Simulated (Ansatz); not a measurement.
Input and output of a self-consistent single point for SrIn2 (P3m1, 6 atoms in the cell) (Ansatz, an electronic-structure program).

Computed with LDA (PW92), default PAW files made with PBE (plane waves; Ansatz).

The change in words: lattice scaled by 0.98; kpoints.mp_grid.grid: 7 7 3 → 15 15 8. Reference geometry:
```xyz
6
Lattice="5.0697 0.0000 0.0000 -2.5348 4.3905 0.0000 0.0000 0.0000 8.1559" Properties=species:S:1:pos:R:3 pbc="T T T"
Sr     0.0000     0.0000     6.1669
Sr     0.0000     0.0000     2.0390
In     0.0000     2.9270     7.7766
In     2.5348     1.4635     0.3793
In     2.5348     1.4635     3.6986
In     0.0000     2.9270     4.4573
```

Reference input (self-consistent single point, DFT, LDA (PW92), plane waves, default PAW files made with PBE): basis.ecutwfc = 420 eV; kpoints.mp_grid.grid = 7 7 3; hamiltonian.xc = lda; hamiltonian.pseudopotentials = {kind: paw} (the program's default PAW files); scf.occupations.method = gaussian; scf.occupations.width = 0.1 eV. This run's input differs from it in these lines:

Ansatz 0.2 input:
```diff
@@ -2,5 +2,5 @@
   lattice:
-    - [5.069672, 0.000000, 0.000000]
-    - [-2.534836, 4.390465, 0.000000]
-    - [0.000000, 0.000000, 8.155887]
+    - [4.968279, 0.000000, 0.000000]
+    - [-2.484139, 4.302656, 0.000000]
+    - [0.000000, 0.000000, 7.992769]
   atoms:
@@ -15,3 +15,3 @@
 kpoints:
-  mp_grid: { grid: [7, 7, 3] }
+  mp_grid: { grid: [15, 15, 8] }
 hamiltonian:
```

The program printed (abridged):

```
SCF iter   1: F=—  HF=-28720.682449 eV  |F-HF|=—  |Δ(HF+E_count)|=         —  Δρ=7.11e-3  dr2=4.34e-2  ethr=1.77e-3  ⟨swp⟩=9.8  Hψ=45132  notcnv=0
all-band conjugate gradients solve this SCF's bands
preconditioner: auto → Kerker (q_TF=auto, 2.362 Å⁻¹)
SCF iter   2: F=—  HF=-28720.671685 eV  |F-HF|=—  |Δ(HF+E_count)|=   1.08e-2  Δρ=3.08e-3  dr2=8.53e-3  ethr=6.03e-5  ⟨swp⟩=2.0  Hψ=14319  notcnv=0
   [... lines left out ...]
SCF iter   5: F=—  HF=-28720.669447 eV  |F-HF|=—  |Δ(HF+E_count)|=   4.48e-6  Δρ=3.48e-5  dr2=8.36e-6  ethr=9.85e-8  ⟨swp⟩=2.0  Hψ=14556  notcnv=0
SCF iter   6: F=—  HF=-28720.669445 eV  |F-HF|=—  |Δ(HF+E_count)|=   1.54e-6  Δρ=1.27e-5  dr2=1.20e-6  ethr=1.16e-8  ⟨swp⟩=2.0  Hψ=8928  notcnv=0
SCF iter   7: F=—  HF=-28720.669445 eV  |F-HF|=—  |Δ(HF+E_count)|=   2.66e-7  Δρ=5.29e-6  dr2=1.52e-7  ethr=1.67e-9  ⟨swp⟩=3.0  Hψ=14671  notcnv=0
SCF iter   8: F=-28720.669445 eV  HF=-28720.669445 eV  |F-HF|=1.07e-8  |Δ(HF+E_count)|=   3.04e-8  Δρ=1.81e-6  dr2=1.65e-8  ethr=1.39e-10  ⟨swp⟩=10.9  Hψ=39439  notcnv=0
SCF 1 converged in 8 iterations: F = -28720.669445 eV  dr2 = 1.65e-8
Free energy (F): -28720.669445 eV
Internal energy: -28720.665545 eV  (E = F + TS)
E sigma→0 (E₀):  -28720.667495 eV
Entropy (-TS):   -0.003900 eV (-0.650 meV/atom)
Fermi energy:    9.544381 eV
--- Forces (eV/Å), atoms counted from 1 ---
  atom   1  Sr    -0.00000000     0.00000000    -0.20296624
  atom   2  Sr    -0.00000000    -0.00000000     0.08236585
  atom   3  In    -0.00000000     0.00000000     0.01217146
  atom   4  In     0.00000000    -0.00000000     0.04979500
  atom   5  In     0.00000000    -0.00000000     0.02464256
  atom   6  In    -0.00000000     0.00000000     0.03398665
--- Stress (GPa, compression-positive) ---
       -1.462605      -0.000000       0.000000
       -0.000000      -1.462605       0.000000
        0.000000       0.000000      -1.581546
  P = ⅓ Tr σ = -1.5023 GPa (-15.023 kbar)
  The stress holds the Pulay correction. Without it, at fixed plane waves, as pw.x and ABINIT print it: P = -1.5144 GPa
```

The run converged in 8 iterations. Against the reference run the free energy goes down by 31.5 meV/atom, the pressure goes from -3.53 to -1.50 GPa and the largest force goes from 0.168 to 0.203 eV/Å.

The starting cell comes from a database of computed structures (which also holds hypothetical and non-ambient phases and stackings), without a prior relaxation at this level. Its lattice was rescaled by up to half a per cent. One atom was moved a little off its site on purpose. For this run, on top of that: lattice scaled by 0.98. Ansatz's pressure includes its estimate of the finite-basis (Pulay) stress.

Cost on one core of a shared machine: roughly 2 min.
